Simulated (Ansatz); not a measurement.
Base system: HfO₂ in the fluorite structure (space group Fm-3m, No. 225; a = 5.059 Å).

Modification: an isotropic linear strain of −1.37 %; the atoms relax in the strained cell.

Method: plane-wave PAW DFT at the r2SCAN level (Ansatz, a first-principles code, 500 eV), no spin-orbit coupling, earlier PAW set.

Base, band edges from the VBM (valence, conduction): X 0.00, 4.30; W -0.22, 5.30; L -1.90, 5.12; Γ -0.65, 4.42; K -0.35, 4.81; U -0.35, 4.81 eV.

Question: Give the band edges at the high-symmetry points of the new zone, measured from its valence-band maximum.

Answer: 
```json
[
 {"point": "Γ", "valence edge (eV)": "-0.67", "conduction edge (eV)": "4.52"},
 {"point": "X", "valence edge (eV)": "0.00", "conduction edge (eV)": "4.41"},
 {"point": "U", "valence edge (eV)": "-0.37", "conduction edge (eV)": "4.95"},
 {"point": "K", "valence edge (eV)": "-0.37", "conduction edge (eV)": "4.95"},
 {"point": "L", "valence edge (eV)": "-1.95", "conduction edge (eV)": "5.27"},
 {"point": "W", "valence edge (eV)": "-0.24", "conduction edge (eV)": "5.46"}
]
```

The gap is 4.41 eV, direct at X.

With Hf present, leaving out spin-orbit coupling can change the band edges. No phonon test of stability was made. This is not the structure that HfO2 has at room temperature and ambient pressure.
